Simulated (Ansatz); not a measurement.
# Ansatz run on WSe₂ (P3m1, 6 atoms in the cell): self-consistent single point

Method of the run: PBEsol, default PAW files made with PBE (plane waves; Ansatz, a first-principles code).

The input file:

Ansatz 0.2 input:
```yaml
# WSe2
crystal:
  lattice:
    - [1.648200, -2.854766, 0.000000]
    - [1.648200, 2.854766, 0.000000]
    - [0.000000, 0.000000, 13.024800]
  atoms:
    - { symbol: W, position: [0.333333, 0.666667, 0.253839] }
    - { symbol: W, position: [0.666667, 0.333333, 0.750000] }
    - { symbol: Se, position: [0.333333, 0.666667, 0.879000] }
    - { symbol: Se, position: [0.666667, 0.333333, 0.379000] }
    - { symbol: Se, position: [0.666667, 0.333333, 0.121000] }
    - { symbol: Se, position: [0.333333, 0.666667, 0.621000] }
basis:
  ecutwfc: 420.0
kpoints:
  mp_grid: { grid: [9, 9, 2] }
hamiltonian:
  xc: pbesol
  pseudopotentials: { kind: paw }
scf:
  occupations: { method: fermi_dirac, width: 0.05 }
output:
  forces: true
  eigenvalues: true
  stress: true
```

Log, with long lists cut:

```
WARN the atoms were moved onto the symmetric positions of the space group found under crystal.symmetry.tolerance 1.0e-5 (fractional …
WARN ansatz: RAYON_NUM_THREADS=1 ignored (pool sized by the plan → 1); use --threads N
Pseudopotentials: kind: paw
Pseudopotential: W, paw, valence charge 14
Pseudopotential: Se, paw, valence charge 16
Crystal: 6 atoms, lattice volume = 122.569 Å³
Basis set: ecut = 420 eV, 2443 PW (Γ), exchange–correlation on 48×48×180 points (8 copies of the dense FFT grid, shifted against one another)
Bands: 56, of which v1, the nominal top of the filled ones, is band 46 counted from 1 (45 counted from 0)
Symmetry: 6 space group operations
Space group: P3m1 (ITA 156), of the structure as read, at distance tolerance 5.0e-5 Å
k-points: 24 of 162 (time reversal used)
PAW frozen core: W, regenerated for the run's functional, and the local potential with it
PAW frozen core: Se, regenerated for the run's functional, and the local potential with it
Initial density: superposition of atomic densities (neutral atoms: chi_scale 0, normalization atom), corrected by the library's trained network
Initial wavefunctions: pseudopotential atomic-orbital guess
Eigensolver: davidson
Functional: x = pbesol(κ = 0.804, μ = 0.12345679012345678), c = pbesol(β = 0.046)
SCF iter   1: F=—  HF=-42213.471966 eV  |F-HF|=—  |Δ(HF+E_count)|=         —  Δρ=4.84e-3  dr2=1.64e-2  ethr=1.77e-3  ⟨swp⟩=6.0  Hψ=4882  notcnv=0  defer=1
all-band conjugate gradients solve this SCF's bands
preconditioner: auto → Resta (q_TF=auto, 2.601 Å⁻¹)
SCF iter   2: F=—  HF=-42213.475189 eV  |F-HF|=—  |Δ(HF+E_count)|=   3.22e-3  Δρ=2.68e-3  dr2=3.27e-3  ethr=1.79e-5  ⟨swp⟩=3.0  Hψ=2819  notcnv=0  defer=27
SCF iter   3: F=—  HF=-42213.476944 eV  |F-HF|=—  |Δ(HF+E_count)|=   1.76e-3  Δρ=1.36e-3  dr2=9.04e-4  ethr=3.56e-6  ⟨swp⟩=1.9  Hψ=1351  notcnv=0  defer=27
SCF iter   4: F=—  HF=-42213.477661 eV  |F-HF|=—  |Δ(HF+E_count)|=   7.17e-4  Δρ=1.24e-4  dr2=5.63e-5  ethr=9.82e-7  ⟨swp⟩=2.0  Hψ=1709  notcnv=0  defer=27
SCF iter   5: F=—  HF=-42213.477662 eV  |F-HF|=—  |Δ(HF+E_count)|=   3.38e-7  Δρ=7.05e-5  dr2=1.55e-5  ethr=6.12e-8  ⟨swp⟩=2.0  Hψ=2326  notcnv=0  defer=27
SCF iter   6: F=—  HF=-42213.477667 eV  |F-HF|=—  |Δ(HF+E_count)|=   5.76e-6  Δρ=3.49e-5  dr2=7.09e-6  ethr=1.69e-8  ⟨swp⟩=2.0  Hψ=1636  notcnv=0  defer=27
SCF iter   7: F=—  HF=-42213.477668 eV  |F-HF|=—  |Δ(HF+E_count)|=   7.90e-8  Δρ=1.29e-5  dr2=2.30e-7  ethr=7.71e-9  ⟨swp⟩=2.0  Hψ=2111  notcnv=0  defer=27
SCF iter   8: F=-42213.477668 eV  HF=-42213.477668 eV  |F-HF|=3.88e-8  |Δ(HF+E_count)|=   2.13e-7  Δρ=4.50e-6  dr2=5.92e-8  ethr=1.09e-10  ⟨swp⟩=9.4  Hψ=5376  notcnv=0
SCF 1 converged in 8 iterations: F = -42213.477668 eV  dr2 = 5.92e-8
SCF converged after 8 iterations
Free energy (F): -42213.477668 eV
Harris-Foulkes:  -42213.477668 eV  (|F-HF|=3.88e-8)
Internal energy: -42213.477666 eV  (E = F + TS)
E sigma→0 (E₀):  -42213.477667 eV
Entropy (-TS):   -0.000002 eV (-0.000 meV/atom)
Fermi energy:    13.113477 eV
--- Per-component energies (eV) ---
  E_band       = -1709.168986
  E_kinetic    = 1377.220699
  E_local      = -11490.491491  (includes V_loc(G=0)·N_el)
  E_nonlocal   = -2361.853844
  E_hartree    = 5511.481931
  E_xc         = -945.104965
  E_vxc        = -871.469029  (∫ρ·V_xc dr)
  E_paw        = -24344.766960  (= ΣΔE_a)
  E_vpaw       = 614.464586  (= ΣTr[D̂ρ^β])
  E_aug_tail   = -0.002513  (compensation charges beyond the density's cutoff)
  E_ewald      = -9964.437908
  E_core_change = 4.477386  (= ΣΔE_core)
  E_smearing   = -0.000002  (= −TS)
  E_closure    = 0.000000  (closes the sum)
  Σ components = -42213.477668   (vs F -42213.477668, Δ=0.00e0)
--- Forces (eV/Å), atoms counted from 1 ---
  atom   1  W     -0.00000000     0.00000000    -1.38751769
  atom   2  W      0.00000000    -0.00000000     0.01130968
  atom   3  Se    -0.00000000     0.00000000    -0.28529043
  atom   4  Se     0.00000000    -0.00000000     0.44307378
  atom   5  Se     0.00000000    -0.00000000     0.93229109
  atom   6  Se     0.00000000     0.00000000     0.28615028
  max |Σ_I F_I| component: 1.67e-5 eV/Å
--- Stress (GPa, compression-positive) ---
       -2.452940       0.000000       0.000000
       -0.000000      -2.452940       0.000000
        0.000000       0.000000      -1.933639
  P = ⅓ Tr σ = -2.2798 GPa (-22.798 kbar)
  The stress holds the Pulay correction. Without it, at fixed plane waves, as pw.x and ABINIT print it: P = -2.3095 GPa
--- Band table (eV; the first three rows and the last of 24) ---
  k-point 0: bands = ["-61.5668", "-61.5661", "-35.2097", "-35.2097", "-35.1984", "-35.1984", "-35.1904", "-35.1904", "-35.1856", "-35.1856", "-35.1775", "-35.1775", "-35.1705", "-35.1705", "-35.1633", "-35.1622", "-35.1622", "-35.1618", "-35.1618", [...]
  k-point 1: bands = ["-61.5668", "-61.5661", "-35.2097", "-35.2097", "-35.1984", "-35.1984", "-35.1904", "-35.1904", "-35.1856", "-35.1856", "-35.1775", "-35.1775", "-35.1705", "-35.1705", "-35.1633", "-35.1622", "-35.1622", "-35.1618", "-35.1618", [...]
  k-point 2: bands = ["-61.5656", "-61.5649", "-35.2096", "-35.2091", "-35.1984", "-35.1979", "-35.1904", "-35.1899", "-35.1856", "-35.1851", "-35.1777", "-35.1776", "-35.1707", "-35.1706", "-35.1631", "-35.1624", "-35.1623", "-35.1620", "-35.1619", [...]
  k-point 23: bands = ["-61.5555", "-61.5548", "-35.2075", "-35.2067", "-35.1963", "-35.1956", "-35.1882", "-35.1876", "-35.1836", "-35.1830", "-35.1792", "-35.1784", "-35.1721", "-35.1715", "-35.1636", "-35.1632", "-35.1632", "-35.1629", [...]
```

The run converged in 8 iterations.

The starting cell has typed, rounded lattice constants, without a prior relaxation at this level. Its lattice was rescaled by up to half a per cent. One atom was moved a little off its site on purpose. Spin-orbit coupling is off. Forces in this geometry exceed 1 eV/Å. Ansatz's pressure includes its estimate of the finite-basis (Pulay) stress. Another mesh or the band path of this cell gives a smaller gap, so this value is not converged in the mesh.
